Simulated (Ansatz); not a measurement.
## (Ta,Nb)Si2: NbTa₅Si₁₂

A 18-atom cell of (Ta,Nb)Si2 started in the CrSi2 (C40) type structure, site fractions Ta 0.833, Nb 0.167, short-range order -0.20 in the first shell of the mixed sites (0 is random, a negative value favours unlike neighbours), space group C2 at the end.

The mixing enthalpy is taken against the end members in the CrSi2 (C40) type type (which need not be the stable form of TaSi2 and NbSi2), relaxed in the same cell and mesh.

All values below come from PBE (plane waves to 420 eV, PAW; Ansatz, a quantum-chemistry and plane-wave program). Scalar-relativistic, without spin–orbit coupling; the runs are not spin-polarised. Its k-point mesh 7×5×5, Fermi–Dirac width 0.05 eV.

volume per atom: 14.67 Å³
Si–Ta bonds: 2.713 Å on average, from 2.615 to 2.841 (50)
Nb–Si bonds: 2.710 Å on average, from 2.615 to 2.833 (10)
mixing enthalpy per site of the mixed sublattice: -2 meV
departure of the mean lattice parameter from Vegard's line: under 0.15 %, inside the noise of the relaxations

```
CELL_PARAMETERS angstrom
      4.80475    -0.00011    -0.00013
     -2.40265     4.16231     6.60209
     -2.40246    -4.16209     6.60202
ATOMIC_POSITIONS crystal
  Ta 0.83389 0.33400 0.83411
  Ta 0.33306 0.83320 0.33331
  Ta 0.74954 0.25008 0.24927
  Ta 0.24981 0.74942 0.74991
  Ta 0.66683 0.66660 0.16670
  Nb 0.16688 0.16666 0.66676
  Si 0.74967 0.59182 0.90850
  Si 0.24934 0.09078 0.40941
  Si 0.15519 0.83698 0.99589
  Si 0.65637 0.33700 0.49677
  Si 0.32122 0.16334 0.00320
  Si 0.82119 0.66254 0.50376
  Si 0.25065 0.40859 0.09173
  Si 0.75084 0.90951 0.59067
  Si 0.17790 0.49586 0.33702
  Si 0.67757 0.99673 0.83703
  Si 0.34513 0.50316 0.66338
  Si 0.84491 0.00373 0.16257
```
